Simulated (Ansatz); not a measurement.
Consider CdTe in the zinc blende structure (space group F-43m, No. 216; a = 6.5578 Å). Axes: x, y, z lie along the cube axes.

Level of theory: DFT with r2SCAN, PAW potentials and a 500 eV plane-wave cutoff in Ansatz (a first-principles code), without spin-orbit coupling.

Now apply this change: the cell is compressed by 3.00 % along z with no lateral relaxation; the atoms relax in the strained cell.

### Question
Predict the stress tensor and what it implies for the stiffness.

### Answer
Stress of the strained cell less that of the base (GPa, compression positive):
```
   1.15    0.00    0.00
   0.00    1.15    0.00
   0.00    0.00    1.60
```

Then −Δσ_ii/ε with ε = -0.0300 gives secant stiffness values (nonlinear terms included at this strain): C33 ≈ 53 GPa, C13 ≈ 38 GPa and C23 ≈ 38 GPa.

As a check, the harmonic strain energy −½ V₀ Δσ:ε is 5.3 meV/atom; the computed energy rise is 5.2 meV/atom.

Whether these cells are dynamically stable was not tested.
